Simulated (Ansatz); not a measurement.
An Ansatz (a program for electronic structure) input (Ansatz, PBEsol, PAW, cutoff 420 eV, no spin-orbit coupling):

Ansatz 0.2 input:
```yaml
crystal:
  lattice:
    - [3.1000301969, 0, 0]
    - [0, 4.3591869013, 0]
    - [0, 0, 9.0184174084]
  atoms:
    - { symbol: Ti, position: [0, 0, 0.8706942041] }
    - { symbol: Re, position: [0.5, 0, 0.6193476466] }
    - { symbol: Re, position: [0, 0, 0.384075424] }
    - { symbol: Ti, position: [0.5, 0, 0.1454022804] }
    - { symbol: Re, position: [0.5, 0.5, 0.8735076981] }
    - { symbol: Ti, position: [0, 0.5, 0.634171526] }
    - { symbol: Ti, position: [0.5, 0.5, 0.3729251092] }
    - { symbol: Ti, position: [0, 0.5, 0.0998761118] }
basis: { ecutwfc: 420, ecutrho_ratio: 4, xc_grid: 2, fft_grid_basis: typed }
kpoints: { mp_grid: { grid: [15, 11, 5] } }
hamiltonian:
  xc: pbesol
  dispersion: none
  pseudopotentials: { kind: paw }
scf: { occupations: { method: fermi_dirac, width: 0.05 }, convergence: { dr2_threshold: 0.0000000008 } }
output: { forces: true, stress: true }
checkpoint: { write: state.ck, write_every: 1000 }
```

Q: Which symmetry and how many k-points will the program report, and about how many plane waves at Γ?

A: Space group Pmm2 (ITA 25) with 4 operations, k-points 144 of 825, and 2379 plane waves at Γ.

These are small ordered cells, not random alloys; other orderings at the same x differ. Whether these cells are dynamically stable was not tested. All final runs are without spin polarisation. The cell was made from Re by this change: x(Ti) = 0.625, 8 atoms, Pmm2. Under x(Ti) = 0.625, 8 atoms, Pmm2 the cell changed shape so far that it is another structure.
